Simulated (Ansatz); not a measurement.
Levels about the gap of amorphous Zr$_{3}$Hf$_{3}$Nb$_{3}$Ta$_{3}$Mo$_{3}$W$_{3}$O$_{45}$ (63 atoms in a cell of 880 Å³, 6.02 g/cm³; zone centre alone, so wide bands show as single levels with stretches between that a denser mesh fills), at the geometry that PBE relaxed, where it gives 0.0 GPa on a denser mesh. Exact exchange is cut at the faces of this small cell, which leaves a finite-size error. The participation number counts the atoms over which a state spreads; weights are charges in smoothed Voronoi cells. The levels come from a single point, so bond lengths are those of that geometry. Method of the levels: HSE06, scalar-relativistic without spin-orbit coupling (Ansatz, a first-principles code). Sampling: the zone centre alone; Fermi-Dirac width 0.01 eV; collinear spin, started from moments on atoms (the moments died out). At PBE the levels at both edges of the gap are localised (band-tail or defect states).

It comes from a melt-quench run on a machine-learned potential (CHGNet), relaxed afterwards by DFT. O atoms were pushed apart under 1.9 Å during the dynamics, to hinder bonds among them. The hot cell started wider than the set density and was brought back towards it in steps. It is the lowest in DFT energy of 2 quenches. It is a model cell: composition and starting density were chosen by hand, and all elements were melted together. No dispersion term was used. Its density started from a set value of 6.29 and ended at 6.02 g/cm³. Cooling (nominally 240 K/ps over its main leg) ran many orders faster than in experiment, which tends to leave more defects and strain. One small periodic cell is one sample of the glass; other quenches scatter about these values. The volume was free in the relaxation, at fixed shape. Stress components on the final sampling reach 0.8 GPa.

| E - E(highest filled), eV | filling | spin | participation number | largest on | weight O | weight Mo | weight W | weight Nb |
|---|---|---|---|---|---|---|---|---|
| -0.25 | filled | dn | 18.5 | O, 2 neighbours | 0.95 | 0.01 | 0.01 | 0.01 |
| -0.20 | filled | up | 22.2 | O, 2 neighbours | 0.96 | 0.01 | 0.00 | 0.01 |
| -0.20 | filled | dn | 22.2 | O, 2 neighbours | 0.96 | 0.01 | 0.00 | 0.01 |
| -0.04 | filled | up | 15.3 | O, 3 neighbours | 0.96 | 0.01 | 0.01 | 0.01 |
| -0.04 | filled | dn | 15.3 | O, 3 neighbours | 0.96 | 0.01 | 0.01 | 0.01 |
| 0.00 | filled | up | 11.0 | O, 2 neighbours | 0.96 | 0.00 | 0.00 | 0.02 |
| 0.00 | filled | dn | 11.0 | O, 2 neighbours | 0.96 | 0.00 | 0.00 | 0.02 |
| 4.13 | empty | up | 4.2 | Mo, 6 neighbours | 0.38 | 0.49 | 0.03 | 0.03 |
| 4.13 | empty | dn | 4.2 | Mo, 6 neighbours | 0.38 | 0.49 | 0.03 | 0.03 |
| 4.21 | empty | dn | 8.6 | Mo, 5 neighbours | 0.37 | 0.46 | 0.04 | 0.02 |
| 4.21 | empty | up | 8.6 | Mo, 5 neighbours | 0.37 | 0.46 | 0.04 | 0.02 |
| 4.28 | empty | up | 6.4 | Mo, 6 neighbours | 0.38 | 0.46 | 0.06 | 0.02 |
| 4.28 | empty | dn | 6.4 | Mo, 6 neighbours | 0.38 | 0.46 | 0.06 | 0.02 |
| 4.34 | empty | dn | 12.1 | Mo, 6 neighbours | 0.37 | 0.38 | 0.10 | 0.05 |

Most localised among these is the empty level at +4.13 eV, on a Mo atom, which has 6 neighbours (O 1.76 Å, O 1.78 Å, O 1.91 Å, O 1.98 Å, O 2.06 Å, O 2.17 Å).
